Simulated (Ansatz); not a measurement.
A self-consistent single point of SnO2 (P2, 6 atoms in the cell) with Ansatz (a first-principles code).

Level of theory: LDA (PW92), default PAW files made with PBE (plane waves; Ansatz).

The change in words: lattice scaled by 0.98. Reference geometry:
```
CELL_PARAMETERS angstrom
      4.80236     0.00000     0.00000
      0.00000     4.88118     0.00000
      0.00000     0.00000     3.25062
ATOMIC_POSITIONS crystal
  Sn 0.50000 0.50000 0.51538
  Sn 0.00000 0.00000 0.00000
  O  0.29185 0.32104 0.00000
  O  0.70815 0.67896 0.00000
  O  0.79185 0.17896 0.50000
  O  0.20815 0.82104 0.50000
```

Reference input (self-consistent single point, DFT, LDA (PW92), plane waves, default PAW files made with PBE): basis.ecutwfc = 420 eV; kpoints.mp_grid.grid = 5 5 8; hamiltonian.xc = lda; hamiltonian.pseudopotentials = {kind: paw} (the program's default PAW files); scf.occupations.method = fixed. This run's input differs from it in these lines:

```diff
@@ -3,5 +3,5 @@
   lattice:
-    - [4.80236400, 0.00000000, 0.00000000]
-    - [0.00000000, 4.88118000, 0.00000000]
-    - [0.00000000, 0.00000000, 3.25062300]
+    - [4.70631700, 0.00000000, 0.00000000]
+    - [0.00000000, 4.78355600, 0.00000000]
+    - [0.00000000, 0.00000000, 3.18561100]
   atoms:
```

Log, with long lists cut:

```
SCF iter   1: F=—  HF=-13980.386787 eV  |F-HF|=—  |Δ(HF+E_count)|=         —  Δρ=1.89e-2  dr2=2.14e-1  ethr=1.77e-3  ⟨swp⟩=4.6  Hψ=7801  notcnv=0  defer=259
all-band conjugate gradients solve this SCF's bands
preconditioner: auto → Resta (q_TF=auto, 2.586 Å⁻¹)
SCF iter   2: F=—  HF=-13980.325141 eV  |F-HF|=—  |Δ(HF+E_count)|=   6.16e-2  Δρ=4.90e-3  dr2=6.83e-3  ethr=4.11e-4  ⟨swp⟩=2.3  Hψ=3412  notcnv=0  defer=260
   [... lines left out ...]
SCF iter   4: F=—  HF=-13980.322327 eV  |F-HF|=—  |Δ(HF+E_count)|=   5.59e-4  Δρ=3.73e-4  dr2=7.23e-5  ethr=3.29e-6  ⟨swp⟩=3.0  Hψ=3492  notcnv=0  defer=229
SCF iter   5: F=—  HF=-13980.322322 eV  |F-HF|=—  |Δ(HF+E_count)|=   4.96e-6  Δρ=7.74e-5  dr2=3.32e-6  ethr=1.39e-7  ⟨swp⟩=1.6  Hψ=2406  notcnv=0  defer=113
SCF iter   6: F=—  HF=-13980.322323 eV  |F-HF|=—  |Δ(HF+E_count)|=   1.03e-6  Δρ=4.48e-5  dr2=1.20e-6  ethr=6.39e-9  ⟨swp⟩=2.0  Hψ=2707  notcnv=0  defer=113
SCF iter   7: F=-13980.322323 eV  HF=-13980.322323 eV  |F-HF|=5.13e-8  |Δ(HF+E_count)|=   2.43e-7  Δρ=1.17e-5  dr2=8.38e-8  ethr=1.92e-10  ⟨swp⟩=9.8  Hψ=12145  notcnv=0
SCF 1 converged in 7 iterations: F = -13980.322323 eV  dr2 = 8.38e-8
Free energy (F): -13980.322323 eV
Internal energy: -13980.322323 eV  (E = F + TS)
E sigma→0 (E₀):  -13980.322323 eV
Fermi energy:    9.040279 eV
--- Forces (eV/Å), atoms counted from 1 ---
  atom   1  Sn     0.00000000     0.00000000    -0.96663652
  atom   2  Sn     0.00000000     0.00000000     0.00772326
  atom   3  O     -0.03657836    -0.12529552     0.45923642
  atom   4  O      0.03657836     0.12529552     0.45923642
  atom   5  O      0.00257200     0.09152643     0.02022382
  atom   6  O     -0.00257200    -0.09152643     0.02022382
--- Stress (GPa, compression-positive) ---
       -1.823586       0.183979       0.000000
        0.183980      -2.196530       0.000000
        0.000000       0.000000      -0.867950
  P = ⅓ Tr σ = -1.6294 GPa (-16.294 kbar)
  The stress holds the Pulay correction. Without it, at fixed plane waves, as pw.x and ABINIT print it: P = -2.7411 GPa
```

The run converged in 7 iterations. Against the reference run the free energy falls by 34.4 meV/atom, the pressure goes from -12.44 to -1.63 GPa, the largest force goes from 0.743 to 0.967 eV/Å and the gap on the mesh goes from 0.611 to 1.189 eV.

The starting cell comes from a database of computed structures (which also holds hypothetical and non-ambient phases and stackings), without a prior relaxation at this level. Its lattice was rescaled by up to half a per cent. One atom was moved a little off its site on purpose. For this run, on top of that: lattice scaled by 0.98. Ansatz's pressure includes its estimate of the finite-basis (Pulay) stress. Without the estimate this run gives -2.74 GPa.

Keys are those of Ansatz 0.2.
